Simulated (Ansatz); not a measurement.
For CsCl-type HfOs, PBEsol in Ansatz (plane waves, PAW) gives:

| Property | Value |
|---|---|
| lattice parameter a | 3.224 Å |
| enthalpy of formation | -0.647 eV/atom |

Question: What does r²SCAN (plane waves, PAW; Ansatz, a first-principles code) give for the same quantities?

Answer: 
- lattice constant a: 3.244 Å (grows by 0.6 %)
- formation enthalpy: -0.774 eV/atom (moves by -0.127 eV/atom)

For comparison: lattice constant a 3.239 Å (measured, temperature not stated, copied from a table, unchecked, no zero-point or thermal correction; as tabulated in Transactions of the Metallurgical Society of Aime 215, 283 (1959)).

Changes are worked out from the printed values.

Unless a cell is named, each level is at its own relaxed cell (PBEsol 16.76, r²SCAN 17.08 Å³/atom).

Levels without +SOC leave out spin–orbit coupling, which shifts energies and cells of such heavy elements.

Ansatz's density-functional and Hartree–Fock values are scalar-relativistic unless marked +SOC, with PAW data made under PBE.
